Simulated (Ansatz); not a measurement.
Base system: CaSe in the rock salt structure (space group Fm-3m, No. 225; a = 5.8685 Å).

Computed with PBEsol/PAW in Ansatz (a first-principles code), scalar-relativistic without spin-orbit coupling.

Before the change:

The pressure comes out as 0.00 GPa and the width of the top valence band comes out as 1.75 eV.

Modification: the cell is scaled by 0.9850 in all directions; the atoms relax in the strained cell.

### Question
What does the calculation give for the pressure and width of the top valence band after the change?

### Answer
The pressure goes from zero to 2.59 GPa; the width of the top valence band goes up by 0.107 eV (1.75 eV → 1.85 eV).

The levels and masses belong to the bands next to the band gap. Whether these cells are dynamically stable was not tested.
